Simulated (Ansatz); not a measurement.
# Os: uniaxial strain ε_zz = −1.50 %

Take Os in the hcp (Mg type) structure (space group P6_3/mmc, No. 194; a = 2.729 Å, c = 4.309 Å; relaxed with 0.1 eV smearing) as the base. Axes: x lies along a and z along c of the hexagonal cell.

It is then changed as follows: uniaxial strain ε_zz = −1.50 %, all other strain components held at zero; the atoms relax in the strained cell.

Method: PBEsol (Ansatz, a first-principles code), without spin-orbit coupling. Γ-centred 24×24×14 mesh, Fermi–Dirac width 0.1 eV.

```csv
quantity,base,changed,shift
volume per atom,13.90 Å³,13.69 Å³,-0.21 Å³
space group,P6_3/mmc (No. 194),P6_3/mmc (No. 194),–
energy relative to the base (free energy F),0 meV/atom,+8.9 meV/atom,+8.9 meV/atom
"pressure (mean of the normal stresses, compression positive)",0.0 GPa,7.2 GPa,+7.2 GPa
band gap,zero,zero,–
"stress (xx, yy, zz, yz, xz, xy; compression positive)",–,"(3.8, 3.8, 13.9, 0.0, 0.0, 0.0) GPa",–
```

Final structure:

```xyz
2
Lattice="2.7290 0.0000 0.0000 -1.3645 2.3634 0.0000 0.0000 0.0000 4.2444" Properties=species:S:1:pos:R:3 pbc="T T T"
Os     1.3645     0.7878     3.1833
Os     0.0000     1.5756     1.0611
```

Whether these cells are dynamically stable was not tested. All final runs are without spin polarisation.
